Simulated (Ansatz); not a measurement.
Take Cu3PdN in the anti-perovskite structure (space group Pm-3m, No. 221; a = 3.820 Å; a cell from a computed database, its experimental status unchecked) as the base.

Computed with PBEsol, PAW, 420 eV (Ansatz, an electronic-structure program; no spin-orbit coupling).

Base values:

The lattice parameter a comes out as 3.820 Å.

The change: hydrostatic tension (pressure −2 GPa).

Question: Estimate the effect on the lattice parameter a.

Answer: The lattice parameter a increases by 0.014 Å (3.820 Å → 3.834 Å).

Load acts through the strain it causes; cell and atoms are relaxed under it. No phonon test of stability was made. The final runs are not spin-polarised.
